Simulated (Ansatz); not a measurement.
Results of r²SCAN (PAW; Ansatz, a program for electronic structure) for YScO3 (Pnma, No. 62, 20 atoms in the cell; start mp-755165).

Numerical settings: plane-wave cutoff 560 eV, 6×4×6 k mesh (along the axes of the cell as run), Fermi–Dirac smearing 0.01 eV, scalar-relativistic PAW data made under PBE.

Cell (relaxed with PBEsol):

```xyz
20
Lattice="5.6833 0.0000 0.0000 0.0000 7.8690 0.0000 0.0000 0.0000 5.3901" Properties=species:S:1:pos:R:3 pbc="T T T"
Y      5.3220     5.9017     5.2800
Y      0.3613     1.9672     0.1102
Y      3.2029     1.9672     2.5849
Y      2.4804     5.9017     2.8052
Sc     0.0000     0.0000     2.6951
Sc     2.8417     0.0000     0.0000
Sc     2.8417     3.9345     0.0000
Sc     0.0000     3.9345     2.6951
O      5.3594     1.9672     3.3970
O      0.3239     5.9017     1.9931
O      3.1656     5.9017     0.7019
O      2.5177     1.9672     4.6882
O      4.5793     3.3968     1.0318
O      1.1040     4.4722     4.3584
O      3.9456     4.4722     3.7268
O      1.7377     3.3968     1.6633
O      1.7377     0.5377     1.6633
O      3.9456     7.3312     3.7268
O      1.1040     7.3312     4.3584
O      4.5793     0.5377     1.0318
```

### Question
Predict the band gap.

### Answer

- band gap = 5.11 eV

Note: cell and atoms aren't relaxed at this level (largest force component 0.05 eV/Å, pressure 3.1 GPa).

Spin–orbit coupling is not included.

Computed values are for the static lattice.

Computing time: around 5 core-minutes (rough).

A start named mp-… is a Materials Project structure, which need not be a measured phase.
